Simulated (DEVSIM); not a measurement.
Structure: Schottky contact on p-type Si, at 300 K.

Layer 1 from the left is Si, thickness (μm) 0.690, Na (cm⁻³) 9.8e16, τn (s) 1.3e-6, τp (s) 1.3e-6. Layer 2 from the left is Si, thickness (μm) 4.80, Na (cm⁻³) 7.6e17, τn (s) 1.3e-6, τp (s) 1.3e-6.

Left contact: Schottky, work function 4.384 eV, emission velocity 2.1e6 cm/s. Right contact: ohmic. Voltage is applied to the left contact. Recombination: SRH at mid-gap, radiative, Auger. Gap narrowing is on: ΔEg = 6.92 meV × (l + √(l² + 0.5)), l = ln(N/1.3e17 cm⁻³), shared equally by both band edges. Mobility is μmin + (μ − μmin)/(1 + (N/Nref)^α).

Constants are typed, rounded textbook-type inputs, not results; the design itself was drawn at random and stands for no fabricated device. Values at 300 K.

Si: gap (eV) 1.124, affinity (eV) 4.05, permittivity 11.7, Nc (cm⁻³) 2.86e19, Nv (cm⁻³) 3.1e19, μn (cm²/Vs) 1417, μp (cm²/Vs) 470, μn,min 52, μp,min 45, Nref,n 9.7e16, Nref,p 2.2e17, αn 0.68, αp 0.72, B (cm³/s) 4.7e-15, Cn (cm⁶/s) 2.8e-31, Cp (cm⁶/s) 9.9e-32.

DEVSIM, 1D drift-diffusion, Boltzmann statistics, complete ionisation; no tunnelling, impact ionisation, image-force lowering or self-heating. Metal contacts follow the ideal Schottky-Mott rule: no Fermi-level pinning, no interface dipoles.

Dark forward current:

```csv
|V| (V),|J| (A/cm²)
0.05,3.350e-6
0.10,2.645e-5
0.15,0.0001858
0.20,0.001284
0.25,0.008850
0.30,0.06090
0.35,0.4183
0.40,2.857
0.45,19.04
0.50,112.9
0.55,462.0
0.60,1157
0.65,2087
```

Q: Work out the local ideality factor n = ΔV / (kT/q · ln(J2/J1)) between the rows 0.15 and 0.20 V, 0.60 and 0.65 V.

A: kT/q = 25.85 mV. From 0.15 to 0.20 V: ln(0.001284/0.0001858) = 1.933, n = 1.00, near the 1 of diffusion or emission over a barrier. From 0.60 to 0.65 V: ln(2087/1157) = 0.590, n = 3.28; the layers' resistance at their doping, Σ W/(qμN) = 3.7e-5 Ω cm², would take 35 mV of this step of 50 mV.

Q: Estimate the current at 0.30 V for emission alone, J0 = q v N_band exp(−φB/kT), and read the barrier back from the simulated current.

A: φB = 0.790 eV, N_band = 3.10e19 cm⁻³, J0 = 5.57e-7 A/cm²; J = J0 (exp(qV/kT) − 1) = 0.0611 A/cm². The simulation gives 0.0609 A/cm², the same within the digits that matter. Read backwards, the simulated current gives an apparent barrier of 0.790 eV. The estimate leaves out transport through the depletion region and minority injection.
